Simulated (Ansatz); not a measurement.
For cubic perovskite BaHfO₃, PBE-D3(BJ) in Ansatz (PAW) gives:

```
Property               Value
-------------------  -------
lattice parameter a  4.184 Å
bulk modulus B0      161 GPa
```

What does HSE06 in Ansatz (plane waves, PAW) give for the same quantities?


- lattice constant a: 4.175 Å (drops by 0.2 %)
- bulk modulus: 170 GPa (rises by 5.6 %)

For comparison: lattice constant a 4.171 Å (measured, room temperature, not corrected to a static lattice, our sources range from 4.171 to 4.180; as tabulated in Zhao et al. (2008), arXiv:0809.3506).

Changes are worked out from the printed values.

Unless a cell is named, each level is at its own relaxed cell (PBE-D3(BJ) 14.64, HSE06 14.55 Å³/atom).

Levels without +SOC leave out spin–orbit coupling, which shifts energies and cells of such heavy elements.

Ansatz's density-functional and Hartree–Fock values are scalar-relativistic unless marked +SOC, with PAW data made under PBE.

Ansatz is a program for electronic structure.
